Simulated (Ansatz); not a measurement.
Electronic density of states of amorphous Si24O51B2, density 2.18 g/cm³, on a 2×2×2 Γ-centred mesh with a Gaussian width of 0.1 eV; energies count from the Fermi level, whose place inside the gap is arbitrary. Cell and mesh are small, so fine structure isn't converged. Method: PBE, scalar-relativistic without spin-orbit coupling (plane waves to 420 eV, PAW; Ansatz, a program for electronic structure). Sampling: a 2×2×2 Γ-centred mesh; Fermi-Dirac width 0.02 eV; no spin polarisation. At PBE the levels at the filled edge of the gap are localised (band-tail or defect states), and the nearest spread-out levels lie 5.5 eV apart at the zone centre.

Preparation: random packing, a CHGNet melt and quench, and a DFT relaxation. O atoms were pushed apart under 1.9 Å during the dynamics, to hinder bonds among them. The hot cell started wider than the set density and was brought back towards it in steps. It is the lowest in DFT energy of 2 quenches. It is a model cell: composition and starting density were chosen by hand, and all elements were melted together. No dispersion term was used. Its density started from a set value of 2.18 and ended at 2.18 g/cm³. Cooling (nominally 480 K/ps over its main leg) ran many orders faster than in experiment, which tends to leave more defects and strain. Values belong to this one cell and scatter from quench to quench. The volume was held where the preparation left it and the shape relaxed, at a PBE pressure of -0.2 GPa (tension).

```
E - EF (eV)  states/(eV atom)
-----------  ----------------
-12.00                   0.00
-11.90                   0.00
-11.80                   0.00
-11.70                   0.04
-11.60                   0.16
-11.50                   0.21
-11.40                   0.18
-11.30                   0.17
-11.20                   0.17
-11.10                   0.17
-11.00                   0.17
-10.90                   0.21
-10.80                   0.22
-10.70                   0.17
-10.60                   0.16
-10.50                   0.20
-10.40                   0.19
-10.30                   0.18
-10.20                   0.21
-10.10                   0.22
-10.00                   0.23
-9.90                    0.21
-9.80                    0.24
-9.70                    0.20
-9.60                    0.16
-9.50                    0.20
-9.40                    0.20
-9.30                    0.17
-9.20                    0.12
-9.10                    0.15
-9.00                    0.22
-8.90                    0.21
-8.80                    0.20
-8.70                    0.22
-8.60                    0.25
-8.50                    0.27
-8.40                    0.37
-8.30                    0.50
-8.20                    0.50
-8.10                    0.47
-8.00                    0.51
-7.90                    0.58
-7.80                    0.61
-7.70                    0.61
-7.60                    0.50
-7.50                    0.44
-7.40                    0.39
-7.30                    0.25
-7.20                    0.16
-7.10                    0.05
-7.00                    0.07
-6.90                    0.29
-6.80                    0.45
-6.70                    0.36
-6.60                    0.40
-6.50                    0.57
-6.40                    0.50
-6.30                    0.29
-6.20                    0.21
-6.10                    0.26
-6.00                    0.30
-5.90                    0.34
-5.80                    0.42
-5.70                    0.47
-5.60                    0.54
-5.50                    0.64
-5.40                    0.64
-5.30                    0.61
-5.20                    0.62
-5.10                    0.65
-5.00                    0.72
-4.90                    0.79
-4.80                    0.81
-4.70                    0.81
-4.60                    0.79
-4.50                    0.80
-4.40                    0.83
-4.30                    0.86
-4.20                    0.87
-4.10                    0.86
-4.00                    0.89
-3.90                    0.90
-3.80                    0.90
-3.70                    0.89
-3.60                    0.85
-3.50                    0.87
-3.40                    0.80
-3.30                    0.73
-3.20                    0.81
-3.10                    0.85
-3.00                    0.72
-2.90                    0.62
-2.80                    0.46
-2.70                    0.27
-2.60                    0.17
-2.50                    0.05
-2.40                    0.00
-2.30                    0.00
-2.20                    0.00
-2.10                    0.00
-2.00                    0.00
-1.90                    0.00
-1.80                    0.00
-1.70                    0.00
-1.60                    0.00
-1.50                    0.00
-1.40                    0.00
-1.30                    0.00
-1.20                    0.00
-1.10                    0.00
-1.00                    0.00
-0.90                    0.00
-0.80                    0.00
-0.70                    0.00
-0.60                    0.00
-0.50                    0.00
-0.40                    0.00
-0.30                    0.00
-0.20                    0.00
-0.10                    0.00
0.00                     0.00
0.10                     0.00
0.20                     0.00
0.30                     0.00
0.40                     0.00
0.50                     0.00
0.60                     0.00
0.70                     0.00
0.80                     0.00
0.90                     0.00
1.00                     0.00
1.10                     0.00
1.20                     0.00
1.30                     0.00
1.40                     0.00
1.50                     0.00
1.60                     0.00
1.70                     0.00
1.80                     0.00
1.90                     0.00
2.00                     0.00
2.10                     0.00
2.20                     0.00
2.30                     0.00
2.40                     0.00
2.50                     0.01
2.60                     0.02
2.70                     0.00
2.80                     0.00
2.90                     0.01
3.00                     0.04
3.10                     0.06
3.20                     0.06
3.30                     0.04
3.40                     0.06
3.50                     0.07
3.60                     0.08
3.70                     0.09
3.80                     0.09
3.90                     0.07
4.00                     0.05
4.10                     0.06
4.20                     0.11
4.30                     0.13
4.40                     0.15
4.50                     0.22
4.60                     0.25
4.70                     0.19
4.80                     0.21
4.90                     0.29
5.00                     0.26
5.10                     0.23
5.20                     0.22
5.30                     0.24
5.40                     0.26
5.50                     0.31
5.60                     0.35
5.70                     0.38
5.80                     0.38
5.90                     0.42
6.00                     0.46
6.10                     0.52
6.20                     0.51
6.30                     0.49
```

The level gap on this mesh is 5.18 eV; the broadening fills part of it in the curve.
